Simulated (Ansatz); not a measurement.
BeS (F-43m), r2SCAN with spin-orbit coupling, rigid bands (Ansatz, a first-principles code): N_v = 4.58e19 cm⁻³ at 300 K and a hole conductivity mass of 0.789 mₑ.

Question: For 1e17 holes per cm³ at 300 K, place the Fermi level, estimate the Seebeck coefficient of a parabolic band with constant τ, and give mobility and conductivity for τ = 20 fs.

Answer: The level lies k_BT ln(N_v/p) = 0.158 eV above the valence-band maximum. S ≈ +(k_B/e)[ln(N_v/p) + 5/2] = 743 μV/K, against 766 μV/K from the full bands (mean over directions). μ = eτ/m = 44.6 cm²/(V·s) and σ = peμ = 0.714 S/cm. τ is assumed, not computed.

Band transport and this doping are assumed; polarons and phonon drag are left out.
